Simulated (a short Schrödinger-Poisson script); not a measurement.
From a short Schrödinger-Poisson script (our own, NumPy): 1D Poisson equation in equilibrium, electrons quantum, Hartree (BenDaniel-Duke, 12 states a valley, the channel's in-plane mass for all, wave functions free to enter the dielectric), parabolic valleys, classical holes, full ionisation, no traps, pinning or gate leakage.

Structure: symmetric double-gate stack, Si3N4 on p-type Si(100), at 300 K.

From the gate side: 3.2 nm Si3N4; 3 nm Si, acceptors 1e16 cm⁻³; 3.2 nm Si3N4.

The device is made up for the run: typed textbook-type constants, with dimensions and the other settings drawn at random. Si3N4: permittivity 7.5, conduction-band edge (eV) 1.95, gap (eV) 5.1, electron mass (mₑ) 0.5. Si: permittivity 11.7, conduction-band edge (eV) 0, gap (eV) 1.124, Nv at 300 K (cm⁻³) 3.1e19.

Channel valleys (confinement mass, in-plane density-of-states mass, number): Δ2 0.916, 0.19, 2; Δ4 0.19, 0.417, 4. At the gates, both at one voltage, the conduction-band edge of layer 1 lies 2.46 eV − eVg above the Fermi level of the channel. Gaps are held at their typed values at every temperature. Mesh 0.03 nm at interfaces.

### Question
Give the capacitance of both gates at Vg = 1.2 V (μF/cm²); the sheet density of all electrons at Vg = 0.6 V (cm⁻²); the lowest subband against the Fermi level at Vg = 1.2 V (meV).

### Answer
capacitance of both gates at Vg = 1.2 V (μF/cm²): 3.42; sheet density of all electrons at Vg = 0.6 V (cm⁻²): 1.66e12; lowest subband against the Fermi level at Vg = 1.2 V (meV): -46.8.
